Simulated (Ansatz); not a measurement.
Response to strain in Al

Consider Al in the fcc (Cu type) structure (space group Fm-3m, No. 225; a = 3.994 Å; relaxed with 0.1 eV smearing). Axes: x, y, z lie along the cube axes.

Strains are applied to the cell and any free atomic positions relax; under biaxial strain the out-of-plane vector relaxes too; under stress the whole cell relaxes.

Level of theory: DFT with r2SCAN, PAW potentials and a 500 eV plane-wave cutoff in Ansatz (an electronic-structure program), without spin-orbit coupling.

Notes on the quantities. energy relative to the base: free energy F; pressure: mean of the normal stresses, compression positive.

```csv
variant,energy relative to the base,pressure,space group,shortest interatomic distance
base,0 meV/atom,0.0 GPa,Fm-3m (No. 225),2.824 Å
"biaxial strain −1.92 %, plane normal [001], relaxed out of plane",+5.3 meV/atom,2.0 GPa,I4/mmm (No. 139),2.770 Å
"biaxial strain −0.47 %, plane normal [001], relaxed out of plane",+0.3 meV/atom,0.4 GPa,I4/mmm (No. 139),2.811 Å
"biaxial strain −0.27 %, plane normal [001], relaxed out of plane",+0.1 meV/atom,0.2 GPa,I4/mmm (No. 139),2.816 Å
"biaxial strain +0.94 %, plane normal [001], relaxed out of plane",+1.1 meV/atom,-0.8 GPa,I4/mmm (No. 139),2.824 Å
isotropic strain −1.57 %,+11 meV/atom,4.9 GPa,Fm-3m (No. 225),2.780 Å
isotropic strain −1.09 %,…,…,Fm-3m (No. 225),2.793 Å
uniaxial strain ε_xx = +1.24 %,+1.0 meV/atom,-1.1 GPa,I4/mmm (No. 139),2.824 Å
tensor shear ε_xy = +2.96 %,+8.1 meV/atom,0.4 GPa,Immm (No. 71),2.740 Å
"uniaxial stress, 2 GPa compression along x",+1.9 meV/atom,–,I4/mmm (No. 139),2.805 Å
```

Task: Some entries are withheld; estimate them.

Result: 
- isotropic strain −1.09 %, energy relative to the base: +5.1 meV/atom
- isotropic strain −1.09 %, pressure: 3.3 GPa

Stability under load was not tested beyond the relaxation.
